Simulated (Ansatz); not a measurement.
How the Voigt–Reuss–Hill shear modulus of cubic perovskite KMgF3 moves with the method

No measured value is used here.

Put these levels in order of the Voigt–Reuss–Hill shear modulus that they give for cubic perovskite KMgF3, smallest first: HSE06 (Ansatz, an electronic-structure program), LDA (Ansatz), PBE (Ansatz).

PBE (42.6 GPa), HSE06 (47.5 GPa), LDA (53.7 GPa)

Unless a cell is named, each level is at its own relaxed cell (LDA 11.94, PBE 13.33, HSE06 12.85 Å³/atom).

LDA, HSE06, PBE: the relaxation could not lower the start's symmetry, so the cell can be a saddle point above a distorted one. Each level is taken at its own relaxed cell. Ansatz's density-functional and Hartree–Fock values are scalar-relativistic unless marked +SOC, with PAW data made under PBE.
